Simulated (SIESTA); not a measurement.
# Refining one setting for ZnPdF₆ (R-3, 8 atoms in the cell)

```
CELL_PARAMETERS angstrom
      2.47500     1.42894     4.56333
     -2.47500     1.42894     4.56333
      0.00000    -2.85788     4.56333
ATOMIC_POSITIONS crystal
  F  0.24400 0.62400 0.90700
  F  0.90700 0.24400 0.62400
  F  0.62400 0.90700 0.24400
  F  0.75600 0.37600 0.09300
  F  0.09300 0.75600 0.37600
  F  0.37600 0.09300 0.75600
  Pd 0.00000 0.00000 0.00000
  Zn 0.50000 0.50000 0.50000
```

Level of theory: LDA PW92, numerical atomic orbitals TZP, PseudoDojo LDA standard norm-conserving potentials (rewritten from UPF to PSML) in SIESTA.

The starting cell comes from a database of published, mostly measured structures (it also holds non-ambient and calculated ones), without a prior relaxation at this level. Values carry the incompleteness of an atom-centred basis. In the base run, forces exceed 1 eV/Å.

Held fixed: XC.functional = LDA; XC.authors = PW92; potentials = PseudoDojo LDA standard; PAO.BasisSize = TZP; PAO.EnergyShift = 0.005 Ry; kgrid.MonkhorstPack = 4 4 4; OccupationFunction = MP; OccupationMPOrder = 0; ElectronicTemperature = 0.136 eV; MaxSCFIterations = 150; SCF.Mixer.Method = Broyden; SCF.Mixer.Weight = 0.2; SCF.Mixer.History = 8; SCF.DM.Tolerance = 1.0E-05.

ΔF is the free energy per atom less that of the last row (600 Ry).

```tsv
MeshCutoff	ΔF (meV/atom)	pressure (GPa)	largest force (eV/Å)	gap on the mesh (eV)
120 Ry	0.35	2.67	2.099	1.918
150 Ry	-0.01	2.72	2.111	1.918
210 Ry	-0.02	2.68	2.108	1.918
240 Ry	-0.02	2.63	2.102	1.918
270 Ry	-0.02	2.63	2.102	1.918
300 Ry	-0.02	2.63	2.102	1.918
345 Ry	0.00	2.67	2.107	1.918
390 Ry	-0.03	2.70	2.110	1.918
450 Ry	-0.03	2.70	2.110	1.918
525 Ry	-0.02	2.67	2.106	1.918
600 Ry	0.00	2.65	2.105	1.918
```

Gap on the mesh within 0.01 eV of the last row: from MeshCutoff = 120 Ry on, the coarsest one. The value it settles on is 1.918 eV at this level of theory and with the other settings as held.

Energy within 1 meV/atom of the last row: from MeshCutoff = 120 Ry on, the coarsest one.

The gap is read on the k-point mesh of the run and can differ from the gap over the whole zone at this level.
